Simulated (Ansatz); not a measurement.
The starting structures come from a database of crystals and need not be the phases stable at ambient conditions.

 Where the default PAW files enter, the runs use the earlier of Ansatz's two default sets.

```xyz
4
Lattice="4.2593 0.0000 0.0000 -2.1296 6.1667 0.0000 0.0000 0.0000 4.9368" Properties=species:S:1:pos:R:3 pbc="T T T"
Tl     0.0000     4.6867     3.7026
Tl     2.1296     1.4801     1.2342
Cl     2.1296     4.5339     1.2342
Cl     0.0000     1.6329     3.7026
```

Space group of this cell: Cmcm. The cell was relaxed by PBE-D3(BJ); by PBEsol its mean pressure is -1.9 GPa.

Transport runs along the normal of the first two printed cell vectors.

The gap is the functional's own, uncorrected, and κ follows it; spin-orbit coupling is left out. Mid-gap values are interpolated between the computed energies.

Problem. Give the band gap and the smallest decay constant κ at mid-gap that PBEsol in Ansatz (a first-principles code) yields.

Solution. Gap 2.39 eV on a 8×8×6 mesh; κ = 0.210 1/Å, at (0.000, 0.500) of the in-plane reciprocal vectors. At the zone centre, at the nearest computed energy, the slowest state has κ = 0.27 1/Å.
